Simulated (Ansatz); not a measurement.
Results of LDA in Ansatz (plane waves, PAW) for C (model structure, Pn-3m, No. 224, 10 atoms in the cell).

Settings: plane-wave cutoff 520 eV, 8×8×8 k mesh, Fermi–Dirac smearing 0.01 eV, scalar-relativistic PAW data made under PBE.

Computed at the level's own relaxed cell.

```yaml
crystal:
  lattice:
    - [4.78046, 0.00000, 0.00000]
    - [0.00000, 4.78046, 0.00000]
    - [0.00000, 0.00000, 4.78046]
  atoms:
    - { symbol: C, position: [0.00000, 0.00000, 0.00000] }
    - { symbol: C, position: [0.50000, 0.50000, 0.50000] }
    - { symbol: C, position: [0.17738, 0.17738, 0.17738] }
    - { symbol: C, position: [0.32262, 0.32262, 0.32262] }
    - { symbol: C, position: [0.17738, 0.82262, 0.82262] }
    - { symbol: C, position: [0.32262, 0.67738, 0.67738] }
    - { symbol: C, position: [0.82262, 0.17738, 0.82262] }
    - { symbol: C, position: [0.67738, 0.32262, 0.67738] }
    - { symbol: C, position: [0.82262, 0.82262, 0.17738] }
    - { symbol: C, position: [0.67738, 0.67738, 0.32262] }
```

Task: List the 27 lowest band energies at Γ above −25 eV (eV, relative to the valence band maximum), grouping those that round alike.

Result: At Γ: -16.59, -15.52, -12.60 (×3), -10.73, -8.51 (×3), -6.79 (×3), -3.41 (×2), -0.65 (×3), -0.52 (×3), 4.10 (×3), 4.20 (×2), 5.62, 8.63.

Note: the relaxation could raise the start's symmetry but not lower it, so the cell can be a saddle point.

A model structure was made by putting elements into a prototype or built by hand; it is no filed structure, need not be a known phase, and can be a saddle point held by its symmetry.

Ansatz is a program for electronic structure.
